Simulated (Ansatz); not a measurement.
## Hf: response to strain

Take Hf in the hcp (Mg type) structure (space group P6_3/mmc, No. 194; a = 3.158 Å, c = 5.004 Å; relaxed with 0.1 eV smearing) as the base. Axes: x lies along a and z along c of the hexagonal cell.

Strains are applied to the cell and any free atomic positions relax.

The values are results of PBEsol/PAW in Ansatz (a first-principles code), scalar-relativistic without spin-orbit coupling, not measurements.

Notes on the quantities. energy relative to the base: free energy F.

```json
[
 {"uniaxial strain ε_xx (%)": "-3", "energy relative to the base (meV/atom)": "11.8"},
 {"uniaxial strain ε_xx (%)": "-2.5", "energy relative to the base (meV/atom)": "8.1"},
 {"uniaxial strain ε_xx (%)": "-2", "energy relative to the base (meV/atom)": "?"},
 {"uniaxial strain ε_xx (%)": "-1.5", "energy relative to the base (meV/atom)": "2.9"},
 {"uniaxial strain ε_xx (%)": "-1", "energy relative to the base (meV/atom)": "1.3"},
 {"uniaxial strain ε_xx (%)": "-0.5", "energy relative to the base (meV/atom)": "0.3"},
 {"uniaxial strain ε_xx (%)": "0", "energy relative to the base (meV/atom)": "0.0"}
]
```

Problem. Fit ΔE = Aε² + Bε³ (ε in %) to the rows shown and predict the withheld row.

Solution. Least squares on the printed values gives A = 1.26 and B = -0.018 meV/atom (largest residual 0.0 meV/atom); this predicts 5.2 meV/atom, and the run gives 5.1 meV/atom, in agreement.

Whether these cells are dynamically stable was not tested. The final runs are not spin-polarised.
